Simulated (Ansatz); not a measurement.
System: Sr2BeN2 (model structure, started from the Ca2ZnN2 type, I4/mmm, No. 139, 5 atoms in the cell). Method: r²SCAN (Ansatz, a quantum-chemistry and plane-wave program, plane waves, PAW).

Input file:

Ansatz 0.2 input:
```yaml
crystal:
  lattice:
    - [-1.8894963011, 1.8894963011, 5.8876276573]
    - [1.8894963011, -1.8894963011, 5.8876276573]
    - [1.8894963011, 1.8894963011, -5.8876276573]
  atoms:
    - { symbol: Sr, position: [0.651816179, 0.651816179, 0.0] }
    - { symbol: Sr, position: [0.348183821, 0.348183821, 0.0] }
    - { symbol: Be, position: [0.0, 0.0, 0.0] }
    - { symbol: N, position: [0.8688334776, 0.8688334776, 0.0] }
    - { symbol: N, position: [0.1311665224, 0.1311665224, 0.0] }
basis:
  ecutwfc: 560
  ecutrho_ratio: 4
  xc_grid: 3
kpoints:
  mp_grid: { grid: [12, 12, 12] }
  band_path:
    path:
      - [0.0, 0.0, 0.0]
      - [0.0, 0.0, 0.041667]
      - [0.0, 0.0, 0.083333]
      - [0.0, 0.0, 0.125]
      - [0.0, 0.0, 0.166667]
      - [0.0, 0.0, 0.208333]
      - [0.0, 0.0, 0.25]
      - [0.0, 0.0, 0.291667]
      - [0.0, 0.0, 0.333333]
      - [0.0, 0.0, 0.375]
      - [0.0, 0.0, 0.416667]
      - [0.0, 0.0, 0.458333]
      - [0.0, 0.0, 0.5]
      - [0.25, 0.25, 0.25]
      - [0.21875, 0.28125, 0.21875]
      - [0.1875, 0.3125, 0.1875]
      - [0.15625, 0.34375, 0.15625]
      - [0.125, 0.375, 0.125]
      - [0.09375, 0.40625, 0.09375]
      - [0.0625, 0.4375, 0.0625]
      - [0.03125, 0.46875, 0.03125]
      - [0.0, 0.5, 0.0]
      - [0.0, 0.4375, 0.0]
      - [0.0, 0.375, 0.0]
      - [0.0, 0.3125, 0.0]
      - [0.0, 0.25, 0.0]
      - [0.0, 0.1875, 0.0]
      - [0.0, 0.125, 0.0]
      - [0.0, 0.0625, 0.0]
      - [0.125, 0.125, -0.125]
      - [0.25, 0.25, -0.25]
      - [0.375, 0.375, -0.375]
      - [0.5, 0.5, -0.5]
      - [0.467964, 0.532036, -0.467964]
      - [0.435928, 0.564072, -0.435928]
      - [0.403892, 0.596108, -0.403892]
      - [0.371856, 0.628144, -0.371856]
      - [0.33982, 0.66018, -0.33982]
      - [0.307784, 0.692216, -0.307784]
      - [0.275748, 0.724252, -0.275748]
      - [-0.275748, 0.275748, 0.275748]
      - [-0.24511, 0.24511, 0.24511]
      - [-0.214471, 0.214471, 0.214471]
      - [-0.183832, 0.183832, 0.183832]
      - [-0.153194, 0.153194, 0.153194]
      - [-0.122555, 0.122555, 0.122555]
      - [-0.091916, 0.091916, 0.091916]
      - [-0.061277, 0.061277, 0.061277]
      - [-0.030639, 0.030639, 0.030639]
      - [-0.051497, 0.051497, 0.5]
      - [0.5, 0.5, -0.051497]
      - [0.5, 0.5, -0.096347]
      - [0.5, 0.5, -0.141198]
      - [0.5, 0.5, -0.186048]
      - [0.5, 0.5, -0.230898]
      - [0.5, 0.5, -0.275748]
      - [0.5, 0.5, -0.320599]
      - [0.5, 0.5, -0.365449]
      - [0.5, 0.5, -0.410299]
      - [0.5, 0.5, -0.45515]
    npoints: 1
hamiltonian:
  xc: r2scan
  dispersion: none
  pseudopotentials: { kind: paw }
scf:
  occupations: { method: fermi_dirac, width: 0.01 }
  convergence: { dr2_threshold: 0.0000000005 }
output:
  forces: true
  stress: true
  eigenvalues: true
  write_bands: true
```

Question: How many irreducible k-points, plane waves at Γ does the program set up, and what pressure does the run end with?

Answer: 163 irreducible k-points, 2511 plane waves at Γ; P = 1.70 GPa, so the cell is compressed on average and its volume would grow at this level.

Excerpt of the program's output:

```
Crystal: 5 atoms, lattice volume = 84.080 Å³
Basis set: ecut = 560 eV, 2511 PW (Γ), FFT grids on a1+a3, a2+a3, a3, exchange–correlation on 90×90×150 points (27 copies of the dense FFT grid, shifted against one another)
Bands: 21, of which v1, the nominal top of the filled ones, is band 16 counted from 1 (15 counted from 0)
Symmetry: 16 space group operations
Space group: I4/mmm (ITA 139), of the structure as read, at distance tolerance 4.4e-5 Å
k-points: 163 of 1728
Functional: x = r2scan, c = r2scan; τ floored in thin density (d = 2e-4 eV/Å³)
SCF iter   1: F=—  HF=-7977.961956 eV  |F-HF|=—  |Δ(HF+E_count)|=         —  Δρ=7.57e-3  dr2=7.26e-2  dr2_τ=2.22e-1
SCF iter   2: F=—  HF=-7978.110558 eV  |F-HF|=—  |Δ(HF+E_count)|=   1.49e-1  Δρ=4.49e-3  dr2=8.49e-3  dr2_τ=2.46e-3
  ...
SCF iter   7: F=—  HF=-7978.110158 eV  |F-HF|=—  |Δ(HF+E_count)|=   4.94e-8  Δρ=2.00e-6  dr2=3.81e-9  dr2_τ=1.37e-9
SCF iter   8: F=-7978.110158 eV  HF=-7978.110158 eV  |F-HF|=3.46e-11  |Δ(HF+E_count)|=   1.36e-9  Δρ=5.39e-7  dr2=2.90e-10  dr2_τ=1.88e-11
SCF 1 converged in 8 iterations: F = -7978.110158 eV  dr2 = 2.90e-10
SCF converged after 8 iterations
Free energy (F): -7978.110158 eV
Internal energy: -7978.110158 eV  (E = F + TS)
E sigma→0 (E₀):  -7978.110158 eV
Fermi energy:    8.594152 eV
--- Forces (eV/Å), atoms counted from 1 ---
  atom   1  Sr     0.00000000     0.00000000    -0.03037555
  atom   2  Sr     0.00000000     0.00000000     0.03037555
  atom   3  Be     0.00000000     0.00000000    -0.00000000
  atom   4  N      0.00000000    -0.00000000     0.31568893
  atom   5  N      0.00000000    -0.00000000    -0.31568893
--- Stress (GPa, compression-positive) ---
        2.255969       0.000000       0.000000
        0.000000       2.255969       0.000000
        0.000000       0.000000       0.579818
  P = ⅓ Tr σ = 1.6973 GPa (16.973 kbar)
```

The PAW data were made under PBE.

Note: the relaxation could raise the start's symmetry but not lower it, so the cell can be a saddle point. Note: cell and atoms aren't relaxed at this level (largest force component 0.32 eV/Å, pressure 1.7 GPa).

A model structure was made by putting elements into a prototype or built by hand; it is no filed structure, need not be a known phase, and can be a saddle point held by its symmetry.
